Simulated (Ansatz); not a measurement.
**Computed paths: Zr vacancy in monoclinic ZrO2, charge state -4**

System: Zr vacancy in monoclinic ZrO2 (charge state -4). Method: PBE, PAW (plane waves to 420 eV; Ansatz, a first-principles code).

Cell of 96 host sites held at the relaxed PBE lattice; the Γ point alone; Fermi-Dirac width 0.01 eV, spin-restricted; finite-size errors left in. No zero-point or tunnelling terms. The charge state is imposed; whether it is stable for some Fermi level was not computed. Forms of the defect that were not tried may lie lower.

Barriers: single points on a 2×2×2 k-point mesh shifted by half a step at the bands' geometries.

```
Route                                       Start site over the lowest site run (eV)  Hop (Å)  Forward barrier (eV)  Backward barrier (eV)                                                        Neighbours at the start                      Neighbours at the saddle  Saddle order  Forward, on the band's own sampling (eV)
------------------------------------------  ----------------------------------------  -------  --------------------  ---------------------  -----------------------------------------------------------------------------  --------------------------------------------  ------------  ----------------------------------------
a nearby Zr atom hops onto the vacant site                                      0.00     3.02                  1.98                   1.98  O at 1.96, O at 2.00, O at 2.08, O at 2.30, O at 2.32, O at 2.34, O at 2.42 Å  O at 1.88, O at 1.90, O at 2.00, O at 2.35 Å   first order                                      1.98
```

Paths come from climbing-image nudged elastic band runs.   A further band (a nearby Zr atom hops onto the vacant site, 3.28 Å) gave 2.71 eV forward on its own sampling, 2.71 eV above the lowest site run, but a shoulder points to a second hump between its images, so it is not taken as a result. A further band (a nearby Zr atom hops onto the vacant site, 4.04 Å) gave 2.83 eV forward on its own sampling, 2.83 eV above the lowest site run, but a shoulder points to a second hump between its images, so it is not taken as a result.

The whole set of runs took very roughly 10 core-hours.
